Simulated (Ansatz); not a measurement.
SiNi (Pnma, No. 62), treated with LDA (plane waves, PAW; Ansatz, a quantum-chemistry and plane-wave program).

Numerical settings: plane-wave cutoff 520 eV, 12×16×10 k mesh (along the axes of the cell as run), Fermi–Dirac smearing 0.05 eV, no spin polarisation, scalar-relativistic PAW data made under PBE.

Cell (relaxed at this level):

```yaml
crystal:
  lattice:
    - [5.06693, 0.00000, 0.00000]
    - [0.00000, 3.32311, 0.00000]
    - [0.00000, 0.00000, 5.47203]
  atoms:
    - { symbol: Si, position: [0.81995, 0.75000, 0.58655] }
    - { symbol: Si, position: [0.18005, 0.25000, 0.41345] }
    - { symbol: Si, position: [0.68005, 0.25000, 0.08655] }
    - { symbol: Si, position: [0.31995, 0.75000, 0.91345] }
    - { symbol: Ni, position: [0.50901, 0.25000, 0.68752] }
    - { symbol: Ni, position: [0.49099, 0.75000, 0.31248] }
    - { symbol: Ni, position: [0.99099, 0.75000, 0.18752] }
    - { symbol: Ni, position: [0.00901, 0.25000, 0.81248] }
```

Question: Give the computed bulk modulus.

Answer: 
- bulk modulus: 194 GPa

The run finds no gap.

Measured, for comparison: bulk modulus 165 ± 3 GPa (temperature not stated, no zero-point or thermal correction; as tabulated in Phonons and Thermal Expansion Behavior of NiSi and NiGe). Computed (rounded) less measured: bulk modulus +18 %.

Note: the bulk modulus is −V dP/dV from two relaxed cells at ±2 % in volume.

Computed values are for the static lattice.

It cost around 9 core-minutes (rough) of CPU time.
